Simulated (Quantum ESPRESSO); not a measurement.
# Quick settings and what they miss: CoO (Fm-3m, 2 atoms in the cell)

Self-consistent single point.

```xyz
2
Lattice="-2.0536 0.0000 2.0536 0.0000 2.0536 2.0536 -2.0536 2.0536 0.0000" Properties=species:S:1:pos:R:3 pbc="T T T"
O      0.0000     0.0000     0.0000
Co    -2.0536     2.0536     2.0536
```
Moments meant for the start (each program seeds them in its own way; μB, in the order of the atoms O Co): 0.0 3.0.

Computed with LDA (PZ), GBRV 1.5 ultrasoft (LDA) pseudopotentials (plane waves; Quantum ESPRESSO).

Base settings: ecutwfc = 50 Ry; ecutrho = 400 Ry; occupations = smearing; smearing = mp; degauss = 0.0147 Ry; nspin = 2; potentials = {O: o_lda_v1.2.uspp.F.UPF, Co: co_lda_v1.2.uspp.F.UPF}; K_POINTS = automatic 14 14 14 0 0 0; conv_thr = 1e-09 Ry; mixing_beta = 0.3.

Tight run (finer mesh or higher cutoff; not a proven limit): ecutwfc: 50 Ry → 70 Ry; ecutrho: 400 Ry → 560 Ry; conv_thr: 1e-09 Ry → 7.3e-11 Ry; K_POINTS: automatic 14 14 14 0 0 0 → automatic 19 19 19 0 0 0. It gave Fermi level (on the code's own zero) 15.74 eV; pressure -2.78 GPa; size of the cell's spin moment 2.43 μB; site moments (μB, in the program's spheres or projections) O 0.24, Co 2.08.

Quick runs, as changes from the base:
- A: the base itself
- B: ecutwfc: 50 Ry → 40 Ry; ecutrho: 400 Ry → 320 Ry; K_POINTS: automatic 14 14 14 0 0 0 → automatic 6 6 6 1 1 1
- C: ecutwfc: 50 Ry → 25 Ry; ecutrho: 400 Ry → 200 Ry; smearing: mp → fd; K_POINTS: automatic 14 14 14 0 0 0 → automatic 4 4 4 1 1 1

Energies are extrapolated to zero smearing width, which holds to low order in the width alone (under cold and Methfessel-Paxton smearing the free energy itself is taken).

The count of work is k-points × plane waves × bands × iterations; it is no time. 

The starting cell was generated: these elements placed on a structure prototype, without a prior relaxation; it need not be a known phase or ordering of this composition. Its lattice was rescaled by a random factor within 2.5 % of one. With one magnetic atom in the cell only a parallel order is possible.

| run | energy less tight (meV/atom) | pressure less tight (GPa) | size of the net moment less tight (μB/atom) | count of work / tight |
|---|---|---|---|---|
| A | 8.2 | 0.15 | 0.02 | 0.27 |
| B | 12.7 | -0.28 | -0.02 | 0.043 |
| C | 2488.8 | -276.38 | -0.12 | 0.0089 |

Among the runs at the tight run's level, the energy misses run from 8.2 to 2488.8 meV/atom.

Left out of this page: 3 runs of the series outside the window shown, repeating another row's setting, or not comparable.
